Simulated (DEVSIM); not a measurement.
Device: Co/Si3N4/p-GaAs capacitor, at 300 K.

Layer 1 from the left is Si3N4, thickness (nm) 20.0. Layer 2 from the left is GaAs, thickness (nm) 10000, Na (cm⁻³) 3.8e15.

Metal gate on the left, work function 5 eV. Fixed charge at the semiconductor interface -5.2e10 cm⁻² (in units of +e); no interface traps.

This is a model device: material constants are rounded textbook-type values typed into the input, and sizes, dopings and lifetimes were drawn at random. Values at 300 K.

Si3N4: gap (eV) 5.1, affinity (eV) 2.1, permittivity 7.5. GaAs: gap (eV) 1.424, affinity (eV) 4.07, permittivity 12.9, Nc (cm⁻³) 4.7e17, Nv (cm⁻³) 9e18.

DEVSIM, 1D Poisson equation in equilibrium, Boltzmann statistics, complete ionisation; no quantum confinement or tunnelling. Metal contacts follow the ideal Schottky-Mott rule: no Fermi-level pinning, no interface dipoles.

Task: What does the simulation give for the flat-band voltage, the minimum of the low-frequency capacitance, the threshold voltage (band bending 2φF)?

Result: flat-band voltage -0.27 V; minimum of the low-frequency capacitance 0.0183 μF/cm²; threshold voltage (band bending 2φF) 0.95 V.
